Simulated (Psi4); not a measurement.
Psi4 1.11, HF/def2-svp: Ti(Cl)2(OMe)2 (C[O][Ti]([Cl])([Cl])[O]C), 13 atoms. The geometry is a generated start, not checked to be a minimum at this level.

| Quantity | Value |
|---|---|
| task | energy |
| method | scf |
| basis | def2-svp |
| memory | 3 GB |
| maxiter | 100 |
| keys of the molecule block | symmetry c1 |
| scf_type | df (default) |
| e_convergence | 1e-06 (default) |
| d_convergence | 1e-06 (default) |
| basis functions | 153 |

```xyz
13

Ti     0.5262     0.6501     0.8932
Cl     2.4061     1.6478     1.1718
Cl    -0.5056     0.9032     2.7593
O      0.7921    -0.9843     0.6893
C      0.7469    -2.3081     0.2792
H      0.7434    -2.3617    -0.8197
H      1.6248    -2.8461     0.6620
H     -0.1634    -2.7859     0.6692
O     -0.3527     1.4688    -0.2703
C     -1.2689     1.6224    -1.3008
H     -1.8639     2.5307    -1.1365
H     -0.7422     1.7116    -2.2622
H     -1.9428     0.7514    -1.3345
```

Charge 0 and multiplicity 1 are set for this test and not shown to be the ground state.

With the defaults (damping_percentage = 0, diis = true, scf_initial_accelerator = adiis, guess = auto, which took SAD, diis_max_vecs = 10, soscf = false, soscf_start_convergence = 0.01) it converges in 9 SCF iterations. One run each on 2 threads, with these changes:
- damping_percentage = 60
- damping_percentage = 60, diis = false, scf_initial_accelerator = none
- guess = modhuckel
- guess = gwh
- guess = sapgau
- guess = sap
- soscf = true, soscf_start_convergence = 0.1
- scf_initial_accelerator = ediis
- diis_max_vecs = 6

Question: Name the settings that don't reach the solution of the defaults.

Answer: No convergence: damping_percentage = 60; damping_percentage = 60, diis = false, scf_initial_accelerator = none (the run ends without SCF convergence in 100 iterations). The rest reach the solution of the defaults.

```json
[
 {"setting": "soscf = true, soscf_start_convergence = 0.1", "SCF iterations": "6", "JK calls": "22", "end": "same solution"},
 {"setting": "the defaults", "SCF iterations": "9", "JK calls": "10", "end": "same solution"},
 {"setting": "scf_initial_accelerator = ediis", "SCF iterations": "9", "JK calls": "10", "end": "same solution"},
 {"setting": "diis_max_vecs = 6", "SCF iterations": "9", "JK calls": "10", "end": "same solution"},
 {"setting": "guess = modhuckel", "SCF iterations": "10", "JK calls": "39", "end": "same solution"},
 {"setting": "guess = sapgau", "SCF iterations": "12", "JK calls": "12", "end": "same solution"},
 {"setting": "guess = gwh", "SCF iterations": "13", "JK calls": "13", "end": "same solution"},
 {"setting": "guess = sap", "SCF iterations": "13", "JK calls": "13", "end": "same solution"},
 {"setting": "damping_percentage = 60", "SCF iterations": "100", "JK calls": "101", "end": "no convergence"},
 {"setting": "damping_percentage = 60, diis = false, scf_initial_accelerator = none", "SCF iterations": "100", "JK calls": "101", "end": "no convergence"}
]
```

An SOSCF iteration holds several JK calls; a Hückel guess adds calls on atoms.
